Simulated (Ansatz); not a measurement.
A calculation on Al₂Cu (I4/mcm, No. 140, 6 atoms in the cell; start mp-998) returned lattice constant a 6.057 Å, lattice parameter c 4.876 Å, cohesive energy 3.63 eV/atom.

**Question.** Which level of theory produced these numbers?
A) PBEsol (Ansatz (an electronic-structure program))
B) PBE-D3(BJ) (Ansatz)
C) PBE (Ansatz)
D) r²SCAN (Ansatz)

**Answer.** C, PBE (Ansatz)

The others give: PBE-D3(BJ) 5.969 Å, 4.804 Å, 4.04 eV/atom; PBEsol 5.999 Å, 4.820 Å, 4.07 eV/atom; r²SCAN 5.998 Å, 4.805 Å, 3.85 eV/atom.

Unless a cell is named, each level is at its own relaxed cell (PBE 14.91, PBE-D3(BJ) 14.26, PBEsol 14.45, r²SCAN 14.40 Å³/atom).

Caveats: the relaxation could not lower the start's symmetry, so the cell can be a saddle point above a distorted one (PBE-D3(BJ), PBEsol, r²SCAN, PBE). Ansatz's density-functional and Hartree–Fock values are scalar-relativistic unless marked +SOC, with PAW data made under PBE.

A start named mp-… is a Materials Project structure, which need not be a measured phase.
